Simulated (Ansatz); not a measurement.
# BaTiO3 (Amm2, No. 38, 5 atoms in the cell; start mp-5777)

Level of theory: PBE0 (plane waves, PAW; Ansatz, a program for electronic structure).

Numerical settings: plane-wave cutoff 460 eV, 6×6×6 k mesh, Fermi–Dirac smearing 0.01 eV, no spin polarisation, scalar-relativistic PAW data made under PBE.

Cell (relaxed with PBEsol):

```
CELL_PARAMETERS angstrom
      3.95015     0.00000     0.00000
      0.00000     2.82825     2.83853
      0.00000    -2.82825     2.83853
ATOMIC_POSITIONS crystal
  Ba 0.00000 0.00356 0.00356
  Ti 0.50000 0.51639 0.51639
  O  0.50000 0.98152 0.49037
  O  0.50000 0.49037 0.98152
  O  0.00000 0.48805 0.48805
```

For BaTiO3 (Amm2, No. 38, 5 atoms in the cell; start mp-5777), the band gap comes out as 4.39 eV (on the SCF k mesh). The smallest direct gap on the k points sampled comes out as 4.69 eV.

Note: cell and atoms aren't relaxed at this level (largest force component 0.19 eV/Å, pressure 1.0 GPa).

Spin–orbit coupling is not included.

The computed numbers hold no vibrational or temperature effects.

A start named mp-… is a Materials Project structure, which need not be a measured phase.
